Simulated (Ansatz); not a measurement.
Start from WSi$_{2}$ (space group I4/mmm, No. 139; a = 3.229 Å, c = 7.870 Å; relaxed with 0.1 eV smearing). Axes: x, y, z lie along a, b, c of the conventional cell.

Calculations: PBE, PAW, 420 eV (Ansatz, a first-principles code; without spin-orbit coupling).

For the base:

The pressure is 0.0 GPa.

It is then changed as follows: biaxial strain +3.00 %, plane normal [001], relaxed out of plane (Cartesian); in-plane vectors clamped, the third vector and the atoms free.

### Question
Estimate the effect on the ratio −ε⊥/ε∥.

### Answer
The ratio −ε⊥/ε∥ is 0.31.

### Question
Estimate the effect on the pressure.

### Answer
The pressure (mean of the normal stresses, compression positive) goes from zero to -8.8 GPa.

### Question
What happens to the energy relative to the base?

### Answer
The energy rises by 36 meV/atom.

Whether these cells are dynamically stable was not tested. All final runs are without spin polarisation.
